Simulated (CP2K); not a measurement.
CP2K run on NaH₂Pd₃ (P1, 6 atoms in the cell): self-consistent single point.

Method: PBEsol, GPW, DZVP-MOLOPT-SR-GTH basis, GTH-PBE potentials (GTH_POTENTIALS) in CP2K.

The change in words: atoms moved at random. Reference geometry:
```xyz
6
Lattice="5.1544 0.0000 0.0000 -2.0544 4.7273 0.0000 0.0000 0.0000 2.8136" Properties=species:S:1:pos:R:3 pbc="T T T"
Na     1.5500     2.3637     0.0000
H     -0.5000     3.7080     0.0000
H      3.6000     1.0194     0.0000
Pd     0.0000     0.0000     0.0000
Pd     2.5772     0.0000     1.4068
Pd    -1.0272     2.3637     1.4068
```

Reference input (self-consistent single point, DFT PBEsol, GPW, DZVP-MOLOPT-SR-GTH basis, GTH-PBE potentials (GTH_POTENTIALS)): CUTOFF = 950 Ry; REL_CUTOFF = 60 Ry; SMEAR/METHOD = FERMI_DIRAC; ELECTRONIC_TEMPERATURE = 1160.45 K; KPOINTS/SCHEME = MONKHORST-PACK 5 5 8; GAMMA_CENTERED = T; XC_FUNCTIONAL = PBE:PBESOL; Na/BASIS_SET = DZVP-MOLOPT-SR-GTH-q9; Na/POTENTIAL = GTH-PBE-q9; H/BASIS_SET = DZVP-MOLOPT-SR-GTH-q1; H/POTENTIAL = GTH-PBE-q1; Pd/BASIS_SET = DZVP-MOLOPT-SR-GTH-q18. This run's input differs from it in these lines:

```diff
@@ -72,8 +72,8 @@
     &COORD
-      Na       1.55002350     2.36366800     0.00000000
-      H       -0.49995120     3.70798054     0.00000000
-      H        3.59999820     1.01935546     0.00000000
-      Pd       0.00000000     0.00000000     0.00000000
-      Pd       2.57721900     0.00000000     1.40678000
-      Pd      -1.02719550     2.36366800     1.40678000
+      Na       1.57938427     2.32807116    -0.08164107
+      H       -0.53689458     3.69908842     0.04658693
+      H        3.63892657     0.98898706     0.05538493
+      Pd      -0.04076312     0.02456797     0.00803271
+      Pd       2.63533362     0.06096845     1.43535170
+      Pd      -1.07589276     2.35298895     1.34984761
     &END COORD
```

Output, abridged:

```
 SCF WAVEFUNCTION OPTIMIZATION

  Step     Update method      Time    Convergence         Total energy    Change
     1 NoMix/Diag. 0.30E+00      -     0.61104963      -430.7003326124 -4.31E+02
     2 Broy./Diag. 0.30E+00      -     0.24742238      -438.6972250330 -8.00E+00
     3 Broy./Diag. 0.30E+00      -     0.08945795      -432.5113868355  6.19E+00
     4 Broy./Diag. 0.30E+00      -     0.02010249      -430.1106312235  2.40E+00
     5 Broy./Diag. 0.30E+00      -     0.01237824      -430.1085376113  2.09E-03
     6 Broy./Diag. 0.30E+00      -     0.00169768      -430.2065511874 -9.80E-02
   [... 7 lines left out ...]
    14 Broy./Diag. 0.30E+00      -     0.00000078      -430.2344248031  1.33E-05
    15 Broy./Diag. 0.30E+00      -     0.00000019      -430.2344163587  8.44E-06
    16 Broy./Diag. 0.30E+00      -     0.00000021      -430.2344143075  2.05E-06
    17 Broy./Diag. 0.30E+00      -     0.00000002      -430.2344140591  2.48E-07
  *** SCF run converged in    17 steps ***

  Overlap energy of the core charge distribution:               0.00000000000158
  Self energy of the core charge distribution:               -798.53467154332441
  Core Hamiltonian energy:                                    193.55090996436883
  Hartree energy:                                             220.03073044462570
  Exchange-correlation energy:                                -45.27926693409945
  Electronic entropic energy:                                  -0.00211599059561
  Fermi energy:                                                 0.39986336194144

  Total energy:                                              -430.23441405906181
  Total energy (extrapolated to T->0):                       -430.23335606376401

   [... lines left out ...]

 STRESS| Analytical stress tensor [bar]
 STRESS|                        x                   y                   z
 STRESS|      x        1.78015958529E+02  -3.42059583480E+03  -2.23078853345E+03
 STRESS|      y       -3.42059583480E+03  -3.26418338021E+03   7.95557629988E+02
 STRESS|      z       -2.23078853345E+03   7.95557629988E+02  -1.83653394177E+04
 STRESS| 1/3 Trace                                            -7.15050227978E+03
```

The run converged in 17 iterations. Against the reference run the free energy rises by 19.4 meV/atom, the pressure goes from -2.10 to -0.72 GPa and the largest force goes from 0.021 to 1.207 eV/Å.

The starting cell comes from a database of computed structures (which also holds hypothetical and non-ambient phases and stackings), without a prior relaxation at this level. For this run, on top of that: atoms moved at random. Spin polarisation is off. Values carry the incompleteness of an atom-centred basis. The potentials were made for another functional than the one used. Forces in this geometry exceed 1 eV/Å.

Cost on one core of a shared machine: roughly 80 s.
